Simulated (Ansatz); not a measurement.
```yaml
crystal:
  lattice:
    - [-0.03672, 3.27881, 3.27881]
    - [3.24208, 0.00000, 3.24208]
    - [3.27881, 3.27881, -0.03672]
  atoms:
    - { symbol: Te, position: [0.74778, 0.75222, 0.74778] }
    - { symbol: Cd, position: [0.00222, 0.99778, 0.00222] }
```

No spin polarisation.

Method: plane-wave PAW DFT at the r2SCAN level (Ansatz, a program for electronic structure, 500 eV), no spin-orbit coupling. k-mesh 9×9×9 (Γ-centred); smearing 0.05 eV (Fermi–Dirac).

**Question.** What stress (xx, yy, zz, yz, xz, xy; compression positive) does the calculation give?

**Answer.** (0.00, -0.01, 0.00, 0.00, 0.44, 0.00) GPa.

**Question.** What is the computed valence-band top at Γ (three highest levels, from the VBM)?

**Answer.** 0.00, -0.06, -0.11 eV.

Spin-orbit coupling, missing from the scalar runs, can matter with Te. The levels and masses belong to the bands next to the band gap. The cells carry an imposed strain or load. No phonon test of stability was made. The cell was made from CdTe in the zinc blende structure (space group F-43m, No. 216) by this change: tensor shear ε_xz = −1.12 %.
